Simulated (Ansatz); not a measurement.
# BAs: isotropic strain +2.50 %

The reference is BAs in the zinc blende structure (space group F-43m, No. 216; a = 4.8093 Å).

The change: the cell is scaled by 1.0250 in all directions, atoms relaxed at fixed cell.

Calculations: Ansatz (an electronic-structure program) PBE, without spin-orbit coupling. k-mesh 12×12×12 (Γ-centred); smearing 0.05 eV (Fermi–Dirac).

```tsv
quantity	base	changed	shift
space group	F-43m (No. 216)	F-43m (No. 216)	–
shortest interatomic distance	2.082 Å	2.135 Å	+0.0521 Å
energy relative to the base (free energy F)	0 meV/atom	+30 meV/atom	+30 meV/atom
band gap	1.21 eV	1.28 eV	+0.07 eV
smallest direct gap	3.26 eV	3.17 eV	-0.09 eV
width of the top valence band	5.07 eV	4.66 eV	-0.41 eV
electron mass	1.1 mₑ along k, 0.22 mₑ across (off the special points)	1.1 mₑ along k, 0.22 mₑ across (off the special points)	–
hole mass (degenerate bands, along [100])	0.21, 0.24, 0.24 mₑ (at Γ)	0.18, 0.25, 0.25 mₑ (at Γ)	–
valley order (the lowest conduction-band minima on the path, energy above the VBM, named in the base's zone)	a point along ⟨100⟩, about 1.1 Å⁻¹ from Γ 1.21 eV; L along ⟨111⟩ 2.57 eV	a point along ⟨100⟩, about 1.0 Å⁻¹ from Γ 1.28 eV; L along ⟨111⟩ 2.16 eV	–
```

Masses are band curvatures over ±0.01 Å⁻¹ around the edge. Along k means along the line from Γ to the band edge. Stability against distortions was not tested.
